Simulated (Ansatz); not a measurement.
```yaml
crystal:
  lattice:
    - [4.12757, 0.00000, 0.00000]
    - [2.06378, 3.57458, 0.00000]
    - [2.06378, -1.19153, 3.39598]
  atoms:
    - { symbol: Cu, position: [0.99881, 0.00059, 0.00178] }
    - { symbol: I, position: [0.50119, 0.24941, 0.74822] }
```

No spin polarisation.

Calculations: LDA (Ansatz, a quantum-chemistry and plane-wave program, PAW, spin-orbit coupling left out). Settings: 10×10×10 k-points, 0.05 eV Fermi–Dirac smearing.

Task: Predict the band gap, electron mass and gap character.

Result: The band gap comes out as 1.23 eV. The electron mass is 0.14 mₑ (at Γ) and the gap character comes out as direct at Γ.

Spin-orbit coupling, missing from the scalar runs, can matter with I. The cells carry an imposed strain or load. Masses are band curvatures over ±0.01 Å⁻¹ around the edge. Stability against distortions was not tested. The final runs are not spin-polarised. The cell was made from CuI in the zinc blende structure (space group F-43m, No. 216) by this change: biaxial strain −0.42 %, plane normal [111], relaxed out of plane.
